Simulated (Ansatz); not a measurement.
The reference is YN in the rock salt structure (space group Fm-3m, No. 225; a = 4.906 Å).

Levels (all Ansatz, an electronic-structure program, PAW): PBE (420 eV, no SOC); PBEsol (420 eV, spin-orbit coupling left out).

Levels that relaxed their own cell: PBE and PBEsol.

```tsv
level	lattice parameter a
PBE	4.906 Å
PBEsol	4.856 Å
```

Measured: lattice parameter a 4.877 Å (temperature not stated; as listed in G. Soto, M.G. Moreno-Armenta, A. Reyes-Serrato, Computational Materials Science (2007)).

Computed minus measured — lattice parameter a: PBE +0.6 %, PBEsol -0.4 %. Measured values not marked as corrected hold thermal and zero-point effects that the static-lattice runs lack.

Whether these cells are dynamically stable was not tested. The base started in P3_121 and relaxed to Fm-3m at this level.
